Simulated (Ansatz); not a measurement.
Take GaAs in the zinc blende structure (space group F-43m, No. 216; a = 5.666 Å) as the base.

Perturbation: cell and atoms relaxed at a pressure of 1.8 GPa.

Levels (all Ansatz, a quantum-chemistry and plane-wave program, PAW, earlier PAW set): r2SCAN (500 eV, no spin-orbit coupling); HSE06 (420 eV, scalar-relativistic without spin-orbit coupling); HSE06+SOC (420 eV, spin-orbit coupling included).

At the geometry relaxed with r2SCAN, these levels gave the following band gaps, in shuffled order: (a) 1.16 eV, (b) 1.45 eV, (c) 1.57 eV.

Q: Match each gap to its level.

A: (a) r2SCAN; (b) HSE06+SOC; (c) HSE06.

Single points use the geometry relaxed with r2SCAN. Differences between runs with and without spin-orbit coupling are approximate. Load acts through the strain it causes; cell and atoms are relaxed under it. No phonon test of stability was made.
